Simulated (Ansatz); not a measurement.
fluorite-type NiSi2 (1 1 1) on zinc-blende GaP (1 1 1) (film strained to the substrate, started from cuts of the bulks and a machine-learned relaxation; of A or B type as the cell shows)

A periodic stack without vacuum, fluorite-type NiSi2 (1 1 1) on zinc-blende GaP (1 1 1) (film strained to the substrate, started from cuts of the bulks and a machine-learned relaxation; of A or B type as the cell shows): substrate slab Ga5P5, film Ni3Si6, surface cells [[0, 1], [-1, 0]] and [[0, -1], [1, 0]], film strained by +1.1 and +1.1 %, outermost planes Ga/P and Si/Si as cut, which need not be the usual terminations and can put a slab off its formula.

The start was prepared with a machine-learned potential, and the result is one local minimum, with the in-plane cell held and forces under 0.04 eV/Å; the film can end far from its bulk form.

Calculation: PBE (plane waves to 420 eV, PAW; Ansatz, a first-principles code). No spin–orbit coupling; the runs are not spin-polarised; PBE gaps are too small against experiment. Its k-point mesh 9×9×1, Fermi–Dirac width 0.05 eV.

| Quantity | Result |
|---|---|
| interface area | 13.1 Å² |
| period | 25.98 Å |
| gaps between the outermost planes at the two interfaces | 2.30 and 2.46 Å |
| Ga–Si contacts across the interfaces within 1.22 times the sum of covalent radii | 1, mean 2.46 Å |
| P–Si contacts across the interfaces within 1.22 times the sum of covalent radii | 1, mean 2.30 Å |
| estimate of the barrier | withheld, since the two interfaces are unlike |
| slope of the mean potential energy in the substrate | -4.1 MV/cm × e |

```
Ga5Ni3P5Si6
1.0
    3.89423     0.00001    -0.01228
   -1.94714     3.37247    -0.01144
    2.02933    -0.97511    25.97927
Ga P Ni Si
5 5 3 6
Cartesian
 -1.87435   2.60924   1.21511
  0.08387   1.50134   4.39275
  2.04030   0.39221   7.56687
  3.99729  -0.71602  10.74190
  0.11367   1.54715  13.92057
  0.07529   1.48894   2.01966
  2.03342   0.38121   5.19365
  3.98992  -0.72754   8.36872
  0.10567   1.53643  11.54575
  2.06334   0.42727  14.73068
  4.01768   1.56657  17.86191
  2.08380   2.71807  20.88639
  2.09490   0.49017  23.86740
  2.06856   0.43916  17.02898
  2.07244   2.69455  18.43838
  4.02861   1.58947  20.13725
  2.08573   0.47348  21.59957
  2.09336   2.73545  23.32439
  4.04395   1.61904  24.72093
```
